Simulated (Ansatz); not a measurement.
Ir, pressure series

The parent structure is Ir in the fcc (Cu type) structure (space group Fm-3m, No. 225; a = 3.830 Å).

Cell and atoms are relaxed at each pressure.

Level of theory: Ansatz (an electronic-structure program) PBEsol, scalar-relativistic without spin-orbit coupling.

Two rows of this table had their results exchanged by mistake.

```csv
pressure,volume per atom (Å³),shortest distance (Å),band gap
pressure −2 GPa,14.13,2.713,zero
pressure −1 GPa,14.09,2.711,zero
pressure 0.9 GPa,14.02,2.706,zero
pressure 2.1 GPa,13.98,2.704,zero
pressure 4.5 GPa,13.89,2.698,zero
pressure 9 GPa,13.35,2.663,zero
pressure 15 GPa,13.56,2.677,zero
pressure 22.5 GPa,13.74,2.689,zero
pressure 30 GPa,13.16,2.650,zero
```

Which two?

The rows for pressure 9 GPa and pressure 22.5 GPa: the volume has to fall steadily with pressure, so 13.74 Å³ belongs to pressure 9 GPa and 13.35 Å³ to pressure 22.5 GPa.

Load acts through the strain it causes; cell and atoms are relaxed under it. Stability against distortions was not tested. Competing high-pressure phases were not computed. All final runs are without spin polarisation.
